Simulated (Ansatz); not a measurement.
**A computed series for MgTe: response to strain**

Base system: MgTe in the zinc blende structure (space group F-43m, No. 216; a = 6.368 Å).

Strains are applied to the cell and any free atomic positions relax.

Level of theory: LDA, PAW, 420 eV (Ansatz, a first-principles code; scalar-relativistic without spin-orbit coupling).

Candidates:
(a) isotropic strain +2.00 %
(b) isotropic strain −2.00 %
(c) isotropic strain −1.50 %
(d) isotropic strain −1.00 %
(e) isotropic strain +1.50 %

Base values:

- Band gap = 2.38 eV

Question: Order them by band gap, lowest first.

Answer: (a) isotropic strain +2.00 % (2.12 eV), (e) isotropic strain +1.50 % (2.18 eV), (d) isotropic strain −1.00 % (2.52 eV), (b) isotropic strain −2.00 % (2.56 eV), (c) isotropic strain −1.50 % (2.59 eV)

With Te present, leaving out spin-orbit coupling can change the band edges. Gaps are Kohn–Sham eigenvalue differences; semilocal functionals usually give less than the measured gap. No phonon test of stability was made.
